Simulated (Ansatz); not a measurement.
Consider Zr in the hcp (Mg type) structure (space group P6_3/mmc, No. 194; a = 3.246 Å, c = 5.151 Å). Axes: x lies along a and z along c of the hexagonal cell.

The values are results of r2SCAN (Ansatz, an electronic-structure program; PAW; 500 eV plane waves; scalar-relativistic without spin-orbit coupling), not measurements.

Strains are applied to the cell and any free atomic positions relax; under biaxial strain the out-of-plane vector relaxes too.

One change was made to it. Results:

The shortest interatomic distance decreases by 1.7 pm to 316.8 pm; the pressure (mean of the normal stresses, compression positive) goes from zero to 2.8 GPa; the band gap is still zero.

Q: What was done to the base?
A. biaxial strain +0.84 %, plane normal [001], relaxed out of plane
B. uniaxial strain ε_xx = −0.83 %
C. biaxial strain −2.39 %, plane normal [001], relaxed out of plane
D. tensor shear ε_yz = −0.96 %

A: C, biaxial strain −2.39 %, plane normal [001], relaxed out of plane. For comparison, the pressure in the other runs: biaxial strain +0.84 %, plane normal [001], relaxed out of plane gives -1.0 GPa; uniaxial strain ε_xx = −0.83 % gives 0.8 GPa; tensor shear ε_yz = −0.96 % gives 0.0 GPa.

Without a gap, meshes like the base's 16×16×9 leave anisotropic stresses uncertain by several tenths of a GPa, and small strain energies with them. No phonon test of stability was made. All final runs are without spin polarisation.
